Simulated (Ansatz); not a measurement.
Reference: Si (Fd-3m), r2SCAN with spin-orbit coupling, rigid bands (plane waves, PAW; Ansatz, a program for electronic structure); axes and stresses refer to this cell.

```
Si
1.0
    0.00000     2.71683     2.71683
    2.71683     0.00000     2.71683
    2.71683     2.71683     0.00000
Si
2
Cartesian
  0.00000   0.00000   0.00000
  1.35841   1.35841   1.35841
```

* **Seebeck coefficient, n-type 1e19 cm⁻³**: -308 μV/K
* **band gap**: 0.75 eV
* **electron conductivity mass**: 0.28 mₑ

Change: biaxial stress in (111) of 5.4 GPa (compression positive). What happens to Seebeck coefficient, n-type 1e19 cm⁻³, band gap, electron conductivity mass?

Seebeck coefficient, n-type 1e19 cm⁻³ rises in size to -345 μV/K; band gap decreases to 0.48 eV; electron conductivity mass grows to 0.30 mₑ.

Change: hydrostatic pressure of -5.4 GPa (compression positive). What happens to Seebeck coefficient, n-type 1e19 cm⁻³, band gap, electron conductivity mass?

Seebeck coefficient, n-type 1e19 cm⁻³ moves little, to -310 μV/K; band gap grows to 0.85 eV; electron conductivity mass moves little, to 0.29 mₑ.

Change: hydrostatic pressure of 10.8 GPa (compression positive). What happens to Seebeck coefficient, n-type 1e19 cm⁻³, band gap, electron conductivity mass?

Seebeck coefficient, n-type 1e19 cm⁻³ moves little, to -306 μV/K; band gap falls to 0.56 eV; electron conductivity mass moves little, to 0.27 mₑ.

Change: hydrostatic pressure of 3.6 GPa (compression positive). What happens to Seebeck coefficient, n-type 1e19 cm⁻³, band gap, electron conductivity mass?

Seebeck coefficient, n-type 1e19 cm⁻³ moves little, to -307 μV/K; band gap falls to 0.68 eV; electron conductivity mass moves little, to 0.28 mₑ.

Masses are for dilute carriers at 300 K, harmonic means over directions unless an axis is named. Seebeck coefficients are for the stated density at 300 K, with one relaxation time for all states and whether or not that doping can be reached. Stresses and pressures are the targets of the relaxation.  The structure type is held under load, also where the real crystal would transform.
